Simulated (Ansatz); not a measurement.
System: SiO2 (Cmc2₁, No. 36, 36 atoms in the cell; start mp-16964; a measured phase of this formula has another space group). Method: r²SCAN+rVV10 in Ansatz (plane waves, PAW).

Numerical settings: plane-wave cutoff 560 eV, 4×4×6 k mesh (along the axes of the cell as run), Fermi–Dirac smearing 0.01 eV, scalar-relativistic PAW data made under PBE.

Cell (relaxed at this level):

```cif
data_O48Si24
_chemical_formula_sum 'Si24 O48'
_space_group_name_H-M_alt 'Cmc21'
_space_group_IT_number 36
_space_group_name_Hall 'C 2c -2'
_cell_length_a 13.82945
_cell_length_b 17.33645
_cell_length_c 4.97089
_cell_angle_alpha 90.000
_cell_angle_beta 90.000
_cell_angle_gamma 90.000
loop_
_space_group_symop_operation_xyz
  'x, y, z'
  '-x, -y, z+1/2'
  '-x, y, z'
  'x, -y, z+1/2'
  'x+1/2, y+1/2, z'
  '-x+1/2, -y+1/2, z+1/2'
  '-x+1/2, y+1/2, z'
  'x+1/2, -y+1/2, z+1/2'
loop_
_atom_site_label
_atom_site_type_symbol
_atom_site_symmetry_multiplicity
_atom_site_Wyckoff_symbol
_atom_site_fract_x
_atom_site_fract_y
_atom_site_fract_z
_atom_site_occupancy
Si1 Si 8 b 0.29470 0.28870 0.01062 1
Si2 Si 8 b 0.29310 0.04814 0.40922 1
Si3 Si 4 a 0.00000 0.27629 0.37768 1
Si4 Si 4 a 0.00000 0.62039 0.37889 1
O1 O 8 b 0.22727 0.12054 0.49231 1
O2 O 8 b 0.40620 0.06879 0.44127 1
O3 O 4 a 0.00000 0.30382 0.06773 1
O4 O 8 b 0.09399 0.22437 0.43226 1
O5 O 4 a 0.00000 0.64780 0.06798 1
O6 O 8 b 0.27678 0.25882 0.31392 1
O7 O 8 b 0.26929 0.02420 0.10286 1
```
(The calculation used a cell of 36 atoms; values per cell refer to that cell.)

Task: Estimate the band gap and smallest direct gap on the k points sampled that the calculation returns.

Result: 
band gap: 6.44 eV (indirect)
smallest direct gap on the k points sampled: 6.47 eV

The computed numbers hold no vibrational or temperature effects.

A start named mp-… is a Materials Project structure, which need not be a measured phase.

Ansatz is a quantum-chemistry and plane-wave program.
